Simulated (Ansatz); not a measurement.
# Hypothetical CsCl type TaAs: pressure series

Take TaAs in the CsCl type structure (space group Pm-3m, No. 221; a = 3.2145 Å; a hypothetical phase, not in the database extracts checked) as the base.

Cell and atoms are relaxed at each pressure.

All numbers come from PBE (Ansatz, a first-principles code; PAW; 420 eV plane waves; spin-orbit coupling left out).

| P (GPa) | V (Å³/atom) |
|---|---|
| -2.02 | 16.800 |
| -1.01 | 16.703 |
| 0.30 | 16.580 |
| 0.70 | 16.544 |
| 1.49 | 16.473 |
| 3.00 | 16.341 |
| 5.00 | 16.176 |
| 7.50 | 15.981 |
| 10.00 | 15.798 |

Q: Fit a third-order Birch–Murnaghan equation of state.

A: Least squares on P(V) = (3B₀/2)[(V₀/V)^(7/3) − (V₀/V)^(5/3)]·[1 + (3/4)(B₀′ − 4)((V₀/V)^(2/3) − 1)] gives V₀ = 16.61 Å³/atom, B₀ = 179 GPa and B₀′ = 4.4.

Load acts through the strain it causes; cell and atoms are relaxed under it. No phonon test of stability was made. Competing high-pressure phases were not computed. The final runs are not spin-polarised.
